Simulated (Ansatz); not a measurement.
TaAgO3 (Pm-3m, No. 221, 5 atoms in the cell; start mp-1187189) was calculated with PBE0 in Ansatz (PAW).

Numerical settings: plane-wave cutoff 460 eV, 6×6×6 k mesh, Fermi–Dirac smearing 0.01 eV, no spin polarisation, scalar-relativistic PAW data made under PBE.

Cell (relaxed with PBEsol):

```
CELL_PARAMETERS angstrom
      3.95145     0.00000     0.00000
      0.00000     3.95145     0.00000
      0.00000     0.00000     3.95145
ATOMIC_POSITIONS crystal
  Ta 0.00000 0.00000 0.00000
  Ag 0.50000 0.50000 0.50000
  O  0.00000 0.00000 0.50000
  O  0.50000 0.00000 0.00000
  O  0.00000 0.50000 0.00000
```

Problem. Give the computed band gap, smallest direct gap on the k points sampled and Γ–Γ gap.

Solution. 
* **band gap**: 4.19 eV (on the SCF k mesh)
* **smallest direct gap on the k points sampled**: 4.52 eV
* **Γ–Γ gap**: 5.32 eV

Note: cell and atoms aren't relaxed at this level (pressure 0.9 GPa).

Spin–orbit coupling is not included.

Static lattice: no zero-point or thermal effects.

Computing time: about 2.2 core-minutes (a rough figure).

A start named mp-… is a Materials Project structure, which need not be a measured phase.

Ansatz is an electronic-structure program.
